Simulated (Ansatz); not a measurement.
Input and output of a self-consistent single point for CoGe (P2_13, 8 atoms in the cell) (Ansatz, an electronic-structure program)

Method of the run: PBEsol, default PAW files made with PBE (plane waves; Ansatz).

The input file:

Ansatz 0.2 input:
```yaml
# CoGe
crystal:
  lattice:
    - [4.57947000, 0.00000000, 0.00000000]
    - [0.00000000, 4.57947000, 0.00000000]
    - [0.00000000, 0.00000000, 4.57947000]
  atoms:
    - { symbol: Co, position: [0.13683000, 0.13683000, 0.13683000] }
    - { symbol: Co, position: [0.36317000, 0.86317000, 0.63683000] }
    - { symbol: Co, position: [0.63683000, 0.36317000, 0.86317000] }
    - { symbol: Co, position: [0.86317000, 0.63683000, 0.36317000] }
    - { symbol: Ge, position: [0.83981000, 0.83981000, 0.83981000] }
    - { symbol: Ge, position: [0.66019000, 0.16019000, 0.33981000] }
    - { symbol: Ge, position: [0.33981000, 0.66019000, 0.16019000] }
    - { symbol: Ge, position: [0.16019000, 0.33981000, 0.66019000] }
basis:
  ecutwfc: 420.0 eV
kpoints:
  mp_grid:
    grid: [5, 5, 5]
hamiltonian:
  xc: pbesol
  pseudopotentials:
    kind: paw
scf:
  occupations:
    method: gaussian
    width: 0.1 eV
output:
  forces: true
  eigenvalues: true
  stress: true
```

Output (repeated stretches shortened):

```
WARN ansatz: RAYON_NUM_THREADS=1 ignored (pool sized by the plan → 1); use --threads N
Pseudopotentials: kind: paw
Pseudopotential: Co, paw, valence charge 17
Pseudopotential: Ge, paw, valence charge 14
Crystal: 8 atoms, lattice volume = 96.039 Å³
Basis set: ecut = 420 eV, 1863 PW (Γ), exchange–correlation on 64×64×64 points (8 copies of the dense FFT grid, shifted against one another)
Bands: 75, of which v1, the nominal top of the filled ones, is band 62 counted from 1 (61 counted from 0)
Symmetry: 12 space group operations
Space group: P213 (ITA 198), of the structure as read, at distance tolerance 4.6e-5 Å
k-points: 11 of 125 (time reversal used)
PAW frozen core: Co, regenerated for the run's functional, and the local potential with it
PAW frozen core: Ge, regenerated for the run's functional, and the local potential with it
Initial density: superposition of atomic densities (neutral atoms: chi_scale 0, normalization atom), corrected by the library's trained network
Initial wavefunctions: pseudopotential atomic-orbital guess
Eigensolver: davidson
Functional: x = pbesol(κ = 0.804, μ = 0.12345679012345678), c = pbesol(β = 0.046)
SCF iter   1: F=—  HF=-37388.372082 eV  |F-HF|=—  |Δ(HF+E_count)|=         —  Δρ=2.23e-2  dr2=2.59e-1  ethr=1.77e-3  ⟨swp⟩=5.5  Hψ=2698  notcnv=0  defer=22
all-band conjugate gradients solve this SCF's bands
preconditioner: auto → Resta (q_TF=auto, 2.847 Å⁻¹)
SCF iter   2: F=—  HF=-37388.335885 eV  |F-HF|=—  |Δ(HF+E_count)|=   3.62e-2  Δρ=6.66e-3  dr2=2.67e-2  ethr=2.09e-4  ⟨swp⟩=2.0  Hψ=1073  notcnv=0  defer=50
preconditioner: auto → Kerker (q_TF=auto, 2.847 Å⁻¹)
SCF iter   3: F=—  HF=-37388.332794 eV  |F-HF|=—  |Δ(HF+E_count)|=   3.09e-3  Δρ=1.31e-3  dr2=1.25e-3  ethr=2.15e-5  ⟨swp⟩=1.8  Hψ=885  notcnv=0  defer=50
SCF iter   4: F=—  HF=-37388.332561 eV  |F-HF|=—  |Δ(HF+E_count)|=   2.33e-4  Δρ=4.10e-4  dr2=1.77e-4  ethr=1.01e-6  ⟨swp⟩=2.1  Hψ=1254  notcnv=0  defer=50
SCF iter   5: F=—  HF=-37388.332542 eV  |F-HF|=—  |Δ(HF+E_count)|=   1.88e-5  Δρ=1.93e-4  dr2=1.95e-5  ethr=1.43e-7  ⟨swp⟩=2.0  Hψ=1274  notcnv=0  defer=50
SCF iter   6: F=—  HF=-37388.332687 eV  |F-HF|=—  |Δ(HF+E_count)|=   1.45e-4  Δρ=4.41e-5  dr2=1.43e-6  ethr=1.57e-8  ⟨swp⟩=2.0  Hψ=1458  notcnv=0  defer=50
SCF iter   7: F=—  HF=-37388.332687 eV  |F-HF|=—  |Δ(HF+E_count)|=   4.11e-7  Δρ=1.45e-5  dr2=2.01e-7  ethr=1.15e-9  ⟨swp⟩=2.0  Hψ=1172  notcnv=0  defer=50
SCF iter   8: F=-37388.332687 eV  HF=-37388.332687 eV  |F-HF|=2.33e-8  |Δ(HF+E_count)|=   2.35e-8  Δρ=5.18e-6  dr2=2.23e-8  ethr=8.06e-11  ⟨swp⟩=8.8  Hψ=3001  notcnv=0
SCF 1 converged in 8 iterations: F = -37388.332687 eV  dr2 = 2.23e-8
SCF converged after 8 iterations
Free energy (F): -37388.332687 eV
Harris-Foulkes:  -37388.332687 eV  (|F-HF|=2.33e-8)
Internal energy: -37388.319678 eV  (E = F + TS)
E sigma→0 (E₀):  -37388.326182 eV
Entropy (-TS):   -0.013009 eV (-1.626 meV/atom)
Fermi energy:    17.681521 eV
--- Per-component energies (eV) ---
  E_band       = -1128.276844
  E_kinetic    = 2282.682234
  E_local      = -19312.806791  (includes V_loc(G=0)·N_el)
  E_nonlocal   = 3528.560997
  E_hartree    = 8347.026672
  E_xc         = -938.376541
  E_vxc        = -1087.218105  (∫ρ·V_xc dr)
  E_paw        = -13865.188272  (= ΣΔE_a)
  E_vpaw       = -3233.550209  (= ΣTr[D̂ρ^β])
  E_aug_tail   = 0.001097  (compensation charges beyond the density's cutoff)
  E_ewald      = -17434.644495
  E_core_change = 4.425422  (= ΣΔE_core)
  E_smearing   = -0.013009  (= −TS)
  E_closure    = -0.000000  (closes the sum)
  Σ components = -37388.332687   (vs F -37388.332687, Δ=0.00e0)
--- Forces (eV/Å), atoms counted from 1 ---
  atom   1  Co     0.01907446     0.01907446     0.01907446
  atom   2  Co    -0.01907446    -0.01907446     0.01907446
  atom   3  Co     0.01907446    -0.01907446    -0.01907446
  atom   4  Co    -0.01907446     0.01907446    -0.01907446
  atom   5  Ge    -0.00143572    -0.00143572    -0.00143572
  atom   6  Ge     0.00143572     0.00143572    -0.00143572
  atom   7  Ge    -0.00143572     0.00143572     0.00143572
  atom   8  Ge     0.00143572    -0.00143572     0.00143572
  max |Σ_I F_I| component: 1.84e-16 eV/Å
--- Stress (GPa, compression-positive) ---
       -1.244379      -0.000000       0.000000
       -0.000000      -1.244379       0.000000
        0.000000       0.000000      -1.244379
  P = ⅓ Tr σ = -1.2444 GPa (-12.444 kbar)
  The stress holds the Pulay correction. Without it, at fixed plane waves, as pw.x and ABINIT print it: P = -1.3462 GPa
--- Band table (eV; the first three rows and the last of 11) ---
  k-point 0: bands = ["-76.6940", "-76.6863", "-76.6863", "-76.6863", "-40.2090", "-40.2090", "-40.2090", "-40.1792", "-40.1533", "-40.1533", "-40.1533", "-40.1265", "-40.1265", "-40.1155", "-40.1155", "-40.1155", "-7.1340", "-7.1340", "-7.1340", [...]
  k-point 1: bands = ["-76.6934", "-76.6879", "-76.6861", "-76.6854", "-40.2128", "-40.2099", "-40.2025", "-40.1813", "-40.1595", "-40.1557", "-40.1443", "-40.1259", "-40.1240", "-40.1176", "-40.1174", "-40.1148", "-7.1363", "-7.1318", "-7.1318", [...]
  k-point 2: bands = ["-76.6919", "-76.6899", "-76.6857", "-76.6853", "-40.2136", "-40.2121", "-40.1947", "-40.1870", "-40.1616", "-40.1598", "-40.1343", "-40.1264", "-40.1213", "-40.1198", "-40.1194", "-40.1161", "-7.1333", "-7.1293", "-7.1250", [...]
  k-point 10: bands = ["-76.6894", "-76.6890", "-76.6873", "-76.6870", "-40.2074", "-40.2060", "-40.2009", "-40.1990", "-40.1543", "-40.1521", "-40.1447", "-40.1421", "-40.1174", "-40.1164", "-40.1135", "-40.1128", "-7.1197", "-7.1177", "-7.1125", [...]
```

The run converged in 8 iterations.

The starting cell comes from a database of computed structures (which also holds hypothetical and non-ambient phases and stackings), without a prior relaxation at this level. Spin polarisation is off. Ansatz's pressure includes its estimate of the finite-basis (Pulay) stress.
